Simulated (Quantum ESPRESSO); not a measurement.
## Pressure against volume in hcp Zr (space group 194) (Quantum ESPRESSO, PBEsol)

```xyz
2
Lattice="3.1362 0.0000 0.0000 -1.5681 2.7160 0.0000 0.0000 0.0000 5.0005" Properties=species:S:1:pos:R:3 pbc="T T T"
Zr     1.5681     0.9053     3.7504
Zr     0.0000     1.8107     1.2501
```

Level of theory: PBEsol, GBRV 1.5 ultrasoft (PBESOL) pseudopotentials (plane waves; Quantum ESPRESSO). Settings: ecutwfc = 52 Ry; ecutrho = 416 Ry; occupations = smearing; smearing = fermi-dirac; degauss = 0.0036749 Ry; potentials = {Zr: zr_pbesol_v1.uspp.F.UPF}; K_POINTS = automatic 21 21 12 0 0 0; conv_thr = 1e-10 Ry. The cell above is the first row's. The rows scale it uniformly. In all rows fractional positions and the k mesh are held.

| V (Å^3/atom) | P (GPa) |
|---|---|
| 21.297 | ? |
| 21.760 | 3.36 |
| 22.223 | 1.12 |
| 22.686 | -0.94 |
| 23.149 | -2.82 |
| 23.612 | -4.55 |
| 24.075 | -6.13 |
| 24.538 | -7.57 |
| 25.001 | -8.89 |

Taking a cubic for P over the 8 complete rows: With u = V - 23.4, the rows have u = -1.6400, -1.1770, -0.7140, -0.2510, 0.2120, 0.6750, 1.1380, 1.6010. Least squares gives P = -3.778 - 3.7135·u + 0.3570·u² - 0.01985·u³. Residuals (row less fit): 0.000, 0.000, -0.003, 0.003, -0.001, -0.002, 0.001, 0.000; standard error 0.002 (degrees of freedom: 4). The fitted pressure is zero at V0 = 22.47, where dP/dV = -4.429, so B0 = -V0·dP/dV = 99.5 GPa.

Task: Estimate the missing P (V = 21.297); what did the run itself give?

Result: u = -2.1030, so P = -3.778 - 3.7135 × (-2.1030) + 0.3570 × (-2.1030)² - 0.01985 × (-2.1030)³ = 5.795 GPa. The calculation gives 5.81 GPa, 0.015 GPa above the prediction (0.1 % of the range of P in the table). The row lies outside the fitted rows, so this is an extrapolation. From the scatter of the fitted rows alone, a prediction at this place has a standard error of 0.006 GPa, so the miss is 2.4 times that.

Carrying the step between the two nearest rows on in a straight line would have given 5.60, off by 0.21; series whose last step already gives the withheld value aren't shown. The scan was laid around a cell of about the measured size, scaled by a guess for this functional; axis ratios and inner coordinates come from that cell. The runs keep the symmetry of the cell, so they don't test it for distortions. The shape of the cell and the inner coordinates aren't relaxed, so V0 and B0 belong to this uniform scaling; a relaxed crystal lies no higher in energy and is usually softer. Cutoffs and mesh are single choices, not tested for convergence of this quantity. Series with a scatter that would blur these digits, or in which a gap closes, are not shown.
